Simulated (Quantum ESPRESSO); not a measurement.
Input and output of a self-consistent single point for LaTl3 (Pm-3m, 4 atoms in the cell) (Quantum ESPRESSO).

Method: LDA (PZ), GBRV 1.5 ultrasoft (LDA) pseudopotentials (plane waves; Quantum ESPRESSO 7.5).

The change in words: lattice scaled by 0.98. Reference geometry:
```
LaTl3
1.0
    4.91883     0.00000     0.00000
    0.00000     4.91883     0.00000
    0.00000     0.00000     4.91883
La Tl
1 3
Direct
  0.00000   0.00000   0.00000
  0.00000   0.50000   0.50000
  0.50000   0.00000   0.50000
  0.50000   0.50000   0.00000
```

Reference input (self-consistent single point, DFT, LDA (PZ), plane waves, GBRV 1.5 ultrasoft (LDA) pseudopotentials): ecutwfc = 40 Ry; ecutrho = 200 Ry; occupations = smearing; smearing = fd; degauss = 0.0099958 Ry; potentials = {La: la_lda_v1.uspp.F.UPF, Tl: tl_lda_v1.2.uspp.F.UPF}; K_POINTS = automatic 9 9 9 0 0 0; conv_thr = 1e-09 Ry; mixing_beta = 0.4. This run's input differs from it in these lines:

```diff
@@ -34,5 +34,5 @@
 CELL_PARAMETERS {angstrom}
-   4.918825000     0.000000000     0.000000000
-   0.000000000     4.918825000     0.000000000
-   0.000000000     0.000000000     4.918825000
+   4.820448000     0.000000000     0.000000000
+   0.000000000     4.820448000     0.000000000
+   0.000000000     0.000000000     4.820448000
```

Log, with long lists cut:

```
     Self-consistent Calculation

     iteration #  1     ecut=    40.00 Ry     beta= 0.40

---- Real-time Memory Report at c_bands before calling an iterative solver
           367 MiB given to the printing process from OS
            90 MiB allocation reported by mallinfo(arena+hblkhd)
------------------

     Threshold (ethr) on eigenvalues was too large:
     Diagonalizing with lowered threshold

---- Real-time Memory Report at c_bands before calling an iterative solver
           428 MiB given to the printing process from OS
           103 MiB allocation reported by mallinfo(arena+hblkhd)
------------------

   [... lines left out ...]
           440 MiB given to the printing process from OS
           114 MiB allocation reported by mallinfo(arena+hblkhd)
------------------

     negative rho (up, down):  2.077E-01 0.000E+00

     total energy              =    -536.93722434 Ry
     estimated scf accuracy    <          2.2E-09 Ry

     iteration # 14     ecut=    40.00 Ry     beta= 0.40

---- Real-time Memory Report at c_bands before calling an iterative solver
           440 MiB given to the printing process from OS
           114 MiB allocation reported by mallinfo(arena+hblkhd)
------------------

     negative rho (up, down):  2.077E-01 0.000E+00
     End of self-consistent calculation

     the Fermi energy is    11.7863 ev

!    total energy              =    -536.93722434 Ry
     estimated scf accuracy    <          6.5E-10 Ry
     smearing contrib. (-TS)   =      -0.01033195 Ry
     internal energy E=F+TS    =    -536.92689239 Ry

     convergence has been achieved in  14 iterations

     negative rho (up, down):  2.077E-01 0.000E+00

     Forces acting on atoms (cartesian axes, Ry/au):

     atom    1 type  1   force =     0.00000000    0.00000000    0.00000000
   [... zero for the other atoms too ...]

     Total force =     0.000000     Total SCF correction =     0.000000

     negative rho (up, down):  2.077E-01 0.000E+00
          total   stress  (Ry/bohr**3)                   (kbar)     P=      -38.45
  -0.00026136   0.00000000   0.00000000          -38.45        0.00        0.00
   0.00000000  -0.00026136   0.00000000            0.00      -38.45        0.00
   0.00000000   0.00000000  -0.00026136            0.00        0.00      -38.45

   JOB DONE.
```

The run converged in 14 iterations. Against the reference run the free energy falls by 42.5 meV/atom and the pressure goes from -6.14 to -3.84 GPa. The full log also holds: “c_bands:  1 eigenvalues not converged”.

The starting cell comes from a database of computed structures (which also holds hypothetical and non-ambient phases and stackings), without a prior relaxation at this level. Its lattice was rescaled by a random factor within 2.5 % of one. For this run, on top of that: lattice scaled by 0.98. Spin-orbit coupling is off. With a pressure of about -4 GPa the cell is away from its equilibrium volume at this level.

Cost on one core of a shared machine: roughly 2 min.
